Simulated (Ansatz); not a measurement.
An Ansatz (a program for electronic structure) run: WC with a change (uniaxial strain ε_xx = +1.50 %); plane-wave PAW DFT at the LDA level (Ansatz, 420 eV), spin-orbit coupling left out.

Input:

Ansatz 0.2 input:
```yaml
crystal:
  lattice:
    - [2.9275704003, 0, 0]
    - [-1.4637852002, 2.4978821065, 0]
    - [0, 0, 2.8115338505]
  atoms:
    - { symbol: W, position: [0, 0, 0] }
    - { symbol: C, position: [0.3333333333, 0.6666666667, 0.5] }
basis: { ecutwfc: 420, ecutrho_ratio: 4, xc_grid: 2, fft_grid_basis: typed }
kpoints: { mp_grid: { grid: [23, 23, 20] } }
hamiltonian:
  xc: lda
  dispersion: none
  pseudopotentials: { kind: paw }
scf: { occupations: { method: fermi_dirac, width: 0.1 }, convergence: { dr2_threshold: 0.0000000002 } }
relax: { f_tol: 0.005, max_steps: 50 }
output: { forces: true, stress: true }
checkpoint: { write: state.ck, write_every: 1000 }
```

Output (explanatory and most iteration lines left out):

```
Relaxation: its limit of steps is 50 (relax.max_steps)
Pseudopotential: W, paw, valence charge 14
Pseudopotential: C, paw, valence charge 4
Crystal: 2 atoms, lattice volume = 20.560 Å³
Basis set: ecut = 420 eV, 405 PW (Γ), exchange–correlation on 40×40×40 points (8 copies of the dense FFT grid, shifted against one another)
Bands: 13, of which v1, the nominal top of the filled ones, is band 9 counted from 1 (8 counted from 0)
Symmetry: 4 space group operations
Space group: Amm2 (ITA 38), of the structure as read, at distance tolerance 2.7e-5 Å
k-points: 1584 of 10580 (time reversal used)
Functional: x = slater, c = lda
SCF iter   1: F=—  HF=-10373.338695 eV  |F-HF|=—  |Δ(HF+E_count)|=         —  Δρ=1.15e-2  dr2=2.38e-2  ethr=1.77e-3  ⟨swp⟩=5.2  Hψ=100717  notcnv=0
SCF iter   2: F=—  HF=-10373.337013 eV  |F-HF|=—  |Δ(HF+E_count)|=   1.68e-3  Δρ=7.65e-3  dr2=1.25e-2  ethr=1.32e-4  ⟨swp⟩=1.0  Hψ=33264  notcnv=0
SCF 1 converged in 8 iterations: F = -10373.334413 eV  dr2 = 5.58e-11
relax step   1: F+E_penalty+E_count = -10373.33441332 eV  Δ(F+E_penalty+E_count) = +0.000e0 eV  max|allowed force component| = 8.155e-2 eV/Å  Δτ_max = 0.0000 Å  (8 SCF iters, accepted)
Crystal: 2 atoms, lattice volume = 20.560 Å³
SCF iter   1: F=—  HF=-10373.334628 eV  |F-HF|=—  |Δ(HF+E_count)|=         —  Δρ=5.09e-4  dr2=4.32e-5  ethr=2.38e-7  ⟨swp⟩=1.0  Hψ=79411  notcnv=0
SCF iter   2: F=—  HF=-10373.334611 eV  |F-HF|=—  |Δ(HF+E_count)|=   1.75e-5  Δρ=1.50e-4  dr2=2.31e-6  ethr=2.38e-7  ⟨swp⟩=2.1  Hψ=26005  notcnv=0
SCF 2 converged in 6 iterations: F = -10373.334610 eV  dr2 = 4.79e-13
relax step   2: F+E_penalty+E_count = -10373.33460961 eV  Δ(F+E_penalty+E_count) = -1.963e-4 eV  max|allowed force component| = 1.813e-2 eV/Å  Δτ_max = 0.0020 Å  (6 SCF iters, accepted)
Crystal: 2 atoms, lattice volume = 20.560 Å³
SCF iter   1: F=—  HF=-10373.334621 eV  |F-HF|=—  |Δ(HF+E_count)|=         —  Δρ=1.46e-4  dr2=3.54e-6  ethr=1.97e-7  ⟨swp⟩=2.0  Hψ=53285  notcnv=0
SCF iter   2: F=—  HF=-10373.334620 eV  |F-HF|=—  |Δ(HF+E_count)|=   1.39e-6  Δρ=4.33e-5  dr2=1.92e-7  ethr=1.97e-8  ⟨swp⟩=1.6  Hψ=36451  notcnv=0
SCF 3 converged in 6 iterations: F = -10373.334620 eV  dr2 = 3.94e-14
relax step   3: F+E_penalty+E_count = -10373.33461985 eV  Δ(F+E_penalty+E_count) = -1.024e-5 eV  max|allowed force component| = 8.656e-6 eV/Å  Δτ_max = 0.0006 Å  (6 SCF iters, accepted)
SCF converged after 6 iterations
Free energy (F): -10373.334620 eV
Internal energy: -10373.324144 eV  (E = F + TS)
E sigma→0 (E₀):  -10373.329382 eV
Entropy (-TS):   -0.010476 eV (-5.238 meV/atom)
Fermi energy:    20.491777 eV
--- Forces (eV/Å), atoms counted from 1 ---
  atom   1  W      0.00000000    -0.00000869     0.00000000
  atom   2  C     -0.00000000     0.00000863     0.00000000
--- Stress (GPa, compression-positive) ---
      -10.771042      -0.000000       0.000000
       -0.000000      -3.684990      -0.000000
        0.000000      -0.000000      -2.833133
  P = ⅓ Tr σ = -5.7631 GPa (-57.631 kbar)
--- Relaxed structure (3 steps of the walk, 3 accepted, 0 SCFs on fresh bases) ---
  atoms:
    - { symbol: W, position: [-0.0005073910040359175, -0.0010147820080718627, 0.0] }
    - { symbol: C, position: [0.33384072435403594, 0.6676814487080718, 0.49999999999999994] }
```

No phonon test of stability was made. The final runs are not spin-polarised. The cell was made from WC (space group P-6m2, No. 187) by this change: uniaxial strain ε_xx = +1.50 %.
